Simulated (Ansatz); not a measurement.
The parent structure is MoS$_{2}$ in the 3R-MoS2 type structure (space group R3m, No. 160; a = 3.1157 Å, c = 17.3576 Å (hexagonal axes); layered, stacked along the Cartesian z axis).

The change: every Mo is replaced by W; the structure is relaxed again.

Levels (all Ansatz, a program for electronic structure, PAW, earlier PAW set): PBEsol-D3(BJ) (420 eV, scalar-relativistic without spin-orbit coupling); r2SCAN (500 eV, no spin-orbit coupling); HSE06 (420 eV, without spin-orbit coupling); PBEsol+SOC (420 eV, noncollinear with spin-orbit coupling); HSE06+SOC (420 eV, with spin-orbit coupling).

At the geometry relaxed with PBEsol-D3(BJ), these levels gave the following band gaps, in shuffled order: (a) 0.67 eV, (b) 0.55 eV, (c) 1.06 eV, (d) 0.82 eV, (e) 1.20 eV.

Task: Match each gap to its level.

Result: (a) PBEsol-D3(BJ); (b) PBEsol+SOC; (c) HSE06+SOC; (d) r2SCAN; (e) HSE06.

Single points use the geometry relaxed with PBEsol-D3(BJ). HSE06 was sampled on its mesh, a few special points and the semilocal edge points, so its gap is an upper bound. Differences between runs with and without spin-orbit coupling are approximate. With W present, leaving out spin-orbit coupling can change the band edges. No phonon test of stability was made.
